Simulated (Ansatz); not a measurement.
Consider CuI in the zinc blende structure (space group F-43m, No. 216).

```
CuI
1.0
    0.00000     2.93094     2.93094
    2.93094     0.00000     2.93094
    2.93094     2.93094     0.00000
Cu I
1 1
Direct
  0.00000   0.00000   0.00000
  0.25000   0.25000   0.25000
```

Cartesian axes are those of the cell as printed.

Method: Ansatz (a first-principles code) LDA, without spin-orbit coupling.

Strains are applied to the cell and any free atomic positions relax; under biaxial strain the out-of-plane vector relaxes too.

One change was made to it. Results:

The pressure (mean of the normal stresses, compression positive) goes from zero to -1.32 GPa; the valley order (the lowest conduction-band minima on the path, energy above the VBM, named in the base's zone) changes from Γ 1.22 eV; L along ⟨111⟩ 2.12 eV; X along ⟨100⟩ 2.41 eV to Γ 1.10 eV; L along [111] 1.81 eV; L along [1-1-1] 2.15 eV; X along [001] 2.35 eV; the energy grows by 6.6 meV/atom.

Problem. Which of these changes matches the shifts?
(A) biaxial strain +1.67 %, plane normal [111], relaxed out of plane
(B) biaxial strain +2.08 %, plane normal [111], relaxed out of plane
(C) biaxial strain +1.25 %, plane normal [111], relaxed out of plane
(D) biaxial strain +2.50 %, plane normal [111], relaxed out of plane

Solution. B, biaxial strain +2.08 %, plane normal [111], relaxed out of plane. For comparison, the valley order in the other runs: biaxial strain +2.50 %, plane normal [111], relaxed out of plane gives Γ 1.08 eV; L along [111] 1.76 eV; L along [1-1-1] 2.16 eV; X along [001] 2.33 eV; biaxial strain +1.25 %, plane normal [111], relaxed out of plane gives Γ 1.15 eV; L along [111] 1.92 eV; L along [1-1-1] 2.13 eV; X along [001] 2.38 eV; biaxial strain +1.67 %, plane normal [111], relaxed out of plane gives Γ 1.12 eV; L along [111] 1.87 eV; L along [1-1-1] 2.14 eV; X along [001] 2.37 eV.

Spin-orbit coupling, missing from the scalar runs, can matter with I. The levels and masses belong to the bands next to the band gap. No phonon test of stability was made. All final runs are without spin polarisation.
